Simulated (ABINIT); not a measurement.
Band structure of CoAl (Pm-3m, 2 atoms in the cell).

```yaml
crystal:
  lattice:
    - [2.90690, 0.00000, 0.00000]
    - [0.00000, 2.90690, 0.00000]
    - [0.00000, 0.00000, 2.90690]
  atoms:
    - { symbol: Al, position: [0.50000, 0.50000, 0.50000] }
    - { symbol: Co, position: [0.00000, 0.00000, 0.00000] }
```

Method: PBE, PAW (JTH v2.0 PBE PAW) (plane waves; ABINIT).

Settings: pseudos = [Al.GGA_PBE-JTH.xml, Co.GGA_PBE-JTH.xml]; ecut = 30 Ha; pawecutdg = 60 Ha; pawxcdev = 0; occopt = 3; tsmear = 0.05 eV; ngkpt = 15 15 15; nshiftk = 1; shiftk = 0 0 0; potentials = JTH v2.0 PBE PAW; kptopt = 1; nstep = 80; toldfe1 = 1e-09 Ha.

The starting cell has typed, rounded lattice constants, without a prior relaxation at this level. Its lattice was rescaled by a random factor within 2.5 % of one. Spin polarisation is off.

Levels in eV from the Fermi level, bands 7 to 14:
```tsv
point	7	8	9	10	11	12	13	14
Γ	-2.71	-0.76	-0.76	-0.76	5.65	5.65	5.65	8.50
X	-2.17	-1.58	-1.58	-0.66	0.16	8.30	10.25	10.25
M	-2.57	-2.57	-1.37	-1.37	-0.21	2.24	3.13	12.04
R	-3.68	-0.18	-0.18	2.36	2.36	2.36	3.55	5.02
```

Bands cross the Fermi level along this path, so the cell is metallic at this level.
